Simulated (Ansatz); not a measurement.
## A computed series for HgS: response to strain

Start from HgS (space group P3_221, No. 154; made of chains).

```yaml
crystal:
  lattice:
    - [4.46674, 0.00000, 0.00000]
    - [-2.23337, 3.86831, 0.00000]
    - [0.00000, 0.00000, 9.75908]
  atoms:
    - { symbol: Hg, position: [0.76948, 0.00000, 0.66667] }
    - { symbol: Hg, position: [0.00000, 0.76948, 0.33333] }
    - { symbol: Hg, position: [0.23052, 0.23052, 0.00000] }
    - { symbol: S, position: [0.44666, 0.00000, 0.16667] }
    - { symbol: S, position: [0.00000, 0.44666, 0.83333] }
    - { symbol: S, position: [0.55334, 0.55334, 0.50000] }
```

Cartesian axes are those of the cell as printed.

Strains are applied to the cell and any free atomic positions relax; under biaxial strain the out-of-plane vector relaxes too.

Levels (all Ansatz, a first-principles code, PAW, earlier PAW set): PBE (420 eV, no spin-orbit coupling); PBEsol (420 eV, spin-orbit coupling left out).

The base cell above is that of PBE; each level relaxes its own structures.

Notes on the quantities. pressure: mean of the normal stresses, compression positive.

```tsv
case	pressure, PBE	pressure, PBEsol
biaxial strain +0.80 %, plane normal [001], relaxed out of plane	-0.07 GPa	[?]
biaxial strain +4.78 %, plane normal [001], relaxed out of plane	-0.30 GPa	-0.80 GPa
isotropic strain +4.10 %	-0.67 GPa	[?]
```

Q: Complete the table.

A: 
- biaxial strain +0.80 %, plane normal [001], relaxed out of plane, pressure, PBEsol: -0.18 GPa
- isotropic strain +4.10 %, pressure, PBEsol: -1.54 GPa

PBE lies above PBEsol in every row, by 0.11 GPa to 0.88 GPa. They put the cases in the same order.

Whether these cells are dynamically stable was not tested. No dispersion term is included, though the crystal is made of layers, chains or molecules, so its spacings can come out too wide.
